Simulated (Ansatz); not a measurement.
## Al (model structure, from the Bi type, I4/mcm, No. 140): bulk modulus by level of theory

No measured value is used here.

```json
[
 {"level (code)": "LDA (Ansatz)", "value (GPa)": "…", "cell (Å³/atom)": "22.09"},
 {"level (code)": "PBE (Ansatz)", "value (GPa)": "49.9", "cell (Å³/atom)": "23.11"},
 {"level (code)": "PBEsol (Ansatz)", "value (GPa)": "52.7", "cell (Å³/atom)": "22.64"},
 {"level (code)": "r²SCAN (Ansatz)", "value (GPa)": "56.1", "cell (Å³/atom)": "22.52"}
]
```

**Question.** Some entries are withheld; supply them.

**Answer.** 
- LDA (Ansatz, a program for electronic structure), value (GPa): 54.4

LDA, PBE, PBEsol, r²SCAN: the bulk modulus is −V dP/dV from two relaxed cells at ±2 % in volume. Each level is taken at its own relaxed cell. Cutoffs differ between the levels. Ansatz's density-functional and Hartree–Fock values are scalar-relativistic unless marked +SOC, with PAW data made under PBE.

A model structure was made by putting elements into a prototype or built by hand; it is no filed structure, need not be a known phase, and can be a saddle point held by its symmetry.
